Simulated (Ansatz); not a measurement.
CuI (P-3m1, No. 164, 4 atoms in the cell; start mp-570081; a measured phase of this formula has another space group)

The numbers are results of PBE0 in Ansatz (PAW), not measurements.

Numerical settings: plane-wave cutoff 460 eV, 9×9×4 k mesh (along the axes of the cell as run), Fermi–Dirac smearing 0.01 eV, no spin polarisation, scalar-relativistic PAW data made under PBE.

Cell (relaxed at this level):

Space group P-3m1 (No. 164); a = b = 4.220 Å, c = 7.802 Å, α = β = 90.00°, γ = 120.00°

```csv
atom,site,symmetry,x,y,z
Cu,2d,3m.,0.3333,0.6667,0.4022
I,2d,3m.,0.6667,0.3333,0.2606
```

For CuI (P-3m1, No. 164, 4 atoms in the cell; start mp-570081; a measured phase of this formula has another space group), the band gap is 3.67 eV (on the SCF k mesh).

Note: the relaxation could not lower the start's symmetry, so the cell can be a saddle point above a distorted one; the cell has widely spaced layers and the level no dispersion term, so their spacing and the moduli can rest on weak binding.

Spin–orbit coupling is not included; with these elements it can move the gap by several tenths of an eV or more.

Computed values are for the static lattice.

A start named mp-… is a Materials Project structure, which need not be a measured phase.

Ansatz is a quantum-chemistry and plane-wave program.
